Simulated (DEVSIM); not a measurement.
Structure: Au/Al2O3/p-Si capacitor, at 300 K.

Layer 1 from the left is Al2O3, thickness (nm) 10.0. Layer 2 from the left is Si, thickness (nm) 1700, Na (cm⁻³) 1.1e17.

Metal gate on the left, work function 5.1 eV. Fixed charge at the semiconductor interface 3.3e10 cm⁻² (in units of +e); no interface traps.

The device is made up for the run: typed textbook-type constants, with dimensions and the other settings drawn at random. Values at 300 K.

Al2O3: gap (eV) 6.8, affinity (eV) 1.35, permittivity 9. Si: gap (eV) 1.124, affinity (eV) 4.05, permittivity 11.7, Nc (cm⁻³) 2.86e19, Nv (cm⁻³) 3.1e19.

Simulated with DEVSIM: 1D Poisson equation in equilibrium, Boltzmann statistics, complete ionisation; no quantum confinement or tunnelling. Metal contacts follow the ideal Schottky-Mott rule: no Fermi-level pinning, no interface dipoles.

Problem. What does the simulation give for the minimum of the low-frequency capacitance, the flat-band voltage, the threshold voltage (band bending 2φF)?

Solution. minimum of the low-frequency capacitance 0.101 μF/cm²; flat-band voltage 0.07 V; threshold voltage (band bending 2φF) 1.12 V.
